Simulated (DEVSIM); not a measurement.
System: Co/SiO2/p-Si capacitor, at 300 K.

```
layer (left to right)  material  thickness (nm)  Na (cm⁻³)
---------------------  --------  --------------  ---------
1                          SiO2            10.0          -
2                            Si            3900     1.1e15
```

Metal gate on the left, work function 5 eV. Fixed charge at the semiconductor interface -2.1e10 cm⁻² (in units of +e); no interface traps.

Constants are typed, rounded textbook-type inputs, not results; the design itself was drawn at random and stands for no fabricated device. Values at 300 K.

| parameter | SiO2 | Si |
|---|---|---|
| gap (eV) | 9 | 1.124 |
| affinity (eV) | 0.9 | 4.05 |
| permittivity | 3.9 | 11.7 |
| Nc (cm⁻³) | - | 2.86e19 |
| Nv (cm⁻³) | - | 3.1e19 |

Simulated with DEVSIM: 1D Poisson equation in equilibrium, Boltzmann statistics, complete ionisation; no quantum confinement or tunnelling. Metal contacts follow the ideal Schottky-Mott rule: no Fermi-level pinning, no interface dipoles.

Question: Give the band bending (positive: bands bend down) and minority sheet density.

Answer: 
```
Vg (V)  ψs (V)  minority carriers (cm⁻²)
------  ------  ------------------------
-1.6    -0.263                     < 1e8
-1.3    -0.251                     < 1e8
-1      -0.237                     < 1e8
-0.7    -0.216                     < 1e8
-0.4    -0.185                     < 1e8
-0.1    -0.117                     < 1e8
0.2      0.086                     < 1e8
0.5      0.367                     < 1e8
0.8      0.649                    1.4e10
1.1      0.764                    4.1e11
1.4      0.804                    9.7e11
1.7      0.827                    1.6e12
2        0.843                    2.2e12
2.3      0.856                    2.8e12
```
